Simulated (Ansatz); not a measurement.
Results of LDA in Ansatz (PAW) for LaN (model structure, Pm-3m, No. 221, 2 atoms in the cell).

Excerpt of the program's output:

```
WARN output.stress: scf.convergence.dr2_threshold = 1e-7 eV (the SCF's general default) is looser than the 2e-10 eV advised for a printed stress (1e-10 eV for …
Relaxation: its limit of steps is 80 (relax.max_steps)
Crystal: 2 atoms, lattice volume = 30.360 Å³
Basis set: ecut = 520 eV, 799 PW (Γ), exchange–correlation on 48×48×48 points (8 copies of the dense FFT grid, shifted against one another)
Bands: 12, of which v1, the nominal top of the filled ones, is band 8 counted from 1 (7 counted from 0)
Symmetry: 48 space group operations
Space group: Pm-3m (ITA 221), of the structure as read, at distance tolerance 3.1e-5 Å
k-points: 220 of 5832
Functional: x = slater, c = lda
SCF iter   1: F=—  HF=-6451.840528 eV  |F-HF|=—  |Δ(HF+E_count)|=         —  Δρ=1.03e-2  dr2=2.51e-2
SCF iter   2: F=—  HF=-6451.836761 eV  |F-HF|=—  |Δ(HF+E_count)|=   3.77e-3  Δρ=5.17e-3  dr2=5.43e-3
  ...
SCF iter   5: F=—  HF=-6451.835539 eV  |F-HF|=—  |Δ(HF+E_count)|=   9.09e-9  Δρ=2.50e-5  dr2=2.18e-7
SCF iter   6: F=-6451.835539 eV  HF=-6451.835539 eV  |F-HF|=8.79e-10  |Δ(HF+E_count)|=   3.16e-8  Δρ=6.58e-6  dr2=3.59e-9
SCF 1 converged in 6 iterations: F = -6451.835539 eV  dr2 = 3.59e-9
relax step   1: F+E_penalty+E_count = -6451.83553889 eV  Δ(F+E_penalty+E_count) = +0.000e0 eV  max|allowed force component| = 9.466e-30 eV/Å  Δτ_max = 0.0000 Å  (6 SCF iters, accepted)
SCF converged after 6 iterations
Free energy (F): -6451.835539 eV
Internal energy: -6451.832135 eV  (E = F + TS)
E sigma→0 (E₀):  -6451.833837 eV
Fermi energy:    14.826275 eV
--- Forces (eV/Å), atoms counted from 1 ---
  atom   1  La    -0.00000000     0.00000000     0.00000000
  atom   2  N      0.00000000     0.00000000     0.00000000
--- Stress (GPa, compression-positive) ---
       -2.804430       0.000000       0.000000
        0.000000      -2.804430       0.000000
        0.000000       0.000000      -2.804430
  P = ⅓ Tr σ = -2.8044 GPa (-28.044 kbar)
```

Problem. Write an input file that could have produced this run (the log leaves some choices open).

Solution. This is not unique; one that fits is 
Ansatz 0.2 input:
```yaml
crystal:
  lattice:
    - [3.1196032456, 0.0, 0.0]
    - [0.0, 3.1196032456, 0.0]
    - [0.0, 0.0, 3.1196032456]
  atoms:
    - { symbol: La, position: [0.0, 0.0, 0.0] }
    - { symbol: N, position: [0.5, 0.5, 0.5] }
basis:
  ecutwfc: 520
  ecutrho_ratio: 4
  xc_grid: 2
kpoints:
  mp_grid: { grid: [18, 18, 18] }
hamiltonian:
  xc: lda
  dispersion: none
  pseudopotentials: { kind: paw }
scf:
  occupations: { method: fermi_dirac, width: 0.05 }
output:
  forces: true
  stress: true
  eigenvalues: true
relax:
  f_tol: 0.004
  escape_saddle: false
  max_steps: 80
```

The cell is one volume of an energy–volume scan, off the minimum.

The PAW data were made under PBE.

Note: the relaxation could raise the start's symmetry but not lower it, so the cell can be a saddle point.

It cost very roughly 6 core-seconds of CPU time.

A model structure was made by putting elements into a prototype or built by hand; it is no filed structure, need not be a known phase, and can be a saddle point held by its symmetry.

Ansatz is a first-principles code.
